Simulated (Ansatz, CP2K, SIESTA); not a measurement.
**TiO2 (I4_1/amd, 6 atoms in the cell) computed with different codes at matched settings**

Band-structure calculation.

```yaml
crystal:
  lattice:
    - [-1.89250, 1.89250, 4.75500]
    - [1.89250, -1.89250, 4.75500]
    - [1.89250, 1.89250, -4.75500]
  atoms:
    - { symbol: Ti, position: [0.75000, 0.25000, 0.50000] }
    - { symbol: Ti, position: [0.00000, 0.00000, 0.00000] }
    - { symbol: O, position: [0.54200, 0.04200, 0.50000] }
    - { symbol: O, position: [0.79200, 0.79200, 0.00000] }
    - { symbol: O, position: [0.20800, 0.20800, 0.00000] }
    - { symbol: O, position: [0.95800, 0.45800, 0.50000] }
```

Shared settings, as Ansatz (a quantum-chemistry and plane-wave program) writes them: kpoints.mp_grid.grid = 6 6 6; scf.occupations.method = fermi_dirac; scf.occupations.width = 0.05 eV. Potentials and cutoffs stand in the table.

```json
[
 {"code": "Ansatz", "model": "PBE, default PAW files", "gap along the path (eV)": "2.12", "smallest direct gap (eV)": "2.46", "cutoff": "default"},
 {"code": "CP2K", "model": "PBE, GPW, DZVP-MOLOPT-SR-GTH basis, GTH-PBE potentials (GTH_POTENTIALS)", "gap along the path (eV)": "2.03", "smallest direct gap (eV)": "2.39", "cutoff": "grid 600 Ry"},
 {"code": "SIESTA", "model": "GGA PBE, numerical atomic orbitals TZP, PseudoDojo PBE standard norm-conserving potentials (rewritten from UPF to PSML)", "gap along the path (eV)": "1.92", "smallest direct gap (eV)": "2.27", "cutoff": "grid 400 Ry"}
]
```

The spread over the programs that give each value: gap along the path within 0.20 eV; smallest direct gap within 0.19 eV.

CP2K and SIESTA use small atom-centred bases, whose incompleteness enters pressures, forces and empty levels differently from a plane-wave cutoff.

The starting cell has typed, rounded lattice constants, without a prior relaxation at this level.

Left out of this page: FLEUR (not drawn, or without a comparable value).

Keys are those of Ansatz 0.2.
